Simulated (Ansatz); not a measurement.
Input:

```
Ag
1.0
    2.88789     0.00000     0.00000
    1.44394     2.50099     0.00000
    1.44394    -0.83366     2.26687
Ag
1
Cartesian
  0.00000   0.00000   0.00000
```

No spin polarisation.

All numbers come from plane-wave PAW DFT at the LDA level (Ansatz, a first-principles code, 420 eV), no spin-orbit coupling. Γ-centred 28×28×28 mesh, Fermi–Dirac width 0.1 eV.

**Question.** Predict the band gap and in-plane stress.

**Answer.** The band gap is zero. The mean in-plane stress (compression positive) is -4.0 GPa.

The cells carry an imposed strain or load. Stability against distortions was not tested. The cell was made from Ag in the fcc (Cu type) structure (space group Fm-3m, No. 225) by this change: biaxial strain +2.08 %, plane normal [111], relaxed out of plane.
